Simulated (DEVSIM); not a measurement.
Device: abrupt Si n-p junction, at 300 K.

Layer 1 from the left is Si, thickness (μm) 0.440, Nd (cm⁻³) 6.3e17, τn (s) 1.8e-5, τp (s) 1.8e-5. Layer 2 from the left is Si, thickness (μm) 4.00, Na (cm⁻³) 2.2e14, τn (s) 1.8e-5, τp (s) 1.8e-5.

Left contact: ohmic. Right contact: ohmic. Voltage is applied to the left contact. Recombination: SRH at mid-gap, radiative. Mobility is constant in doping.

The device is made up for the run: typed textbook-type constants, with dimensions and the other settings drawn at random. Values at 300 K.

Si: gap (eV) 1.124, affinity (eV) 4.05, permittivity 11.7, Nc (cm⁻³) 2.86e19, Nv (cm⁻³) 3.1e19, μn (cm²/Vs) 1417, μp (cm²/Vs) 470, B (cm³/s) 4.7e-15.

Model (solved in DEVSIM): 1D drift-diffusion, Boltzmann statistics, complete ionisation; no tunnelling, impact ionisation, image-force lowering or self-heating.

Q: What does the simulation give for the potential step across the device at zero bias, the dark forward voltage at 100 A/cm², the largest field in the device at zero bias?

A: potential step across the device at zero bias 0.719 V; dark forward voltage at 100 A/cm² 0.662 V; largest field in the device at zero bias 43000 V/cm.
